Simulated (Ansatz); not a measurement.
The parent structure is PtGe (space group Pnma, No. 62; a = 5.8190 Å, b = 3.7573 Å, c = 6.1752 Å).

Levels (all Ansatz, an electronic-structure program, PAW, earlier PAW set): PBE (420 eV, no SOC); r2SCAN (500 eV, no spin-orbit coupling).

The geometry is relaxed with PBE.

- PBE pressure = 0.0 GPa

Question: Predict the pressure from r2SCAN.

Answer: The pressure goes from zero to -4.8 GPa.

Single points use the geometry relaxed with PBE. Their cutoffs differ, which shifts pressures a little. Stability against distortions was not tested. The final runs are not spin-polarised.
